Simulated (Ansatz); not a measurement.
Cs: Cs → Na

Consider Cs in the bcc (W type) structure (space group Im-3m, No. 229; a = 6.0106 Å).

Now apply this change: Na takes the place of Cs on all its sites, then cell and atoms are relaxed.

Method: PBEsol/PAW in Ansatz (an electronic-structure program), no spin-orbit coupling. Settings: 16×16×16 k-points, 0.05 eV Fermi–Dirac smearing, for the changed cell.

```tsv
quantity	base	changed	shift
volume per atom	108.57 Å³	36.24 Å³	-72.336 Å³
density	2.03 g/cm³	1.05 g/cm³	-0.98 g/cm³
space group	Im-3m (No. 229)	Im-3m (No. 229)	–
band gap	zero	zero	–
```

Final structure:

```
CELL_PARAMETERS angstrom
     -2.08467     2.08467     2.08467
      2.08467    -2.08467     2.08467
      2.08467     2.08467    -2.08467
ATOMIC_POSITIONS crystal
  Na 0.00000 0.00000 0.00000
```

No phonon test of stability was made. All final runs are without spin polarisation.
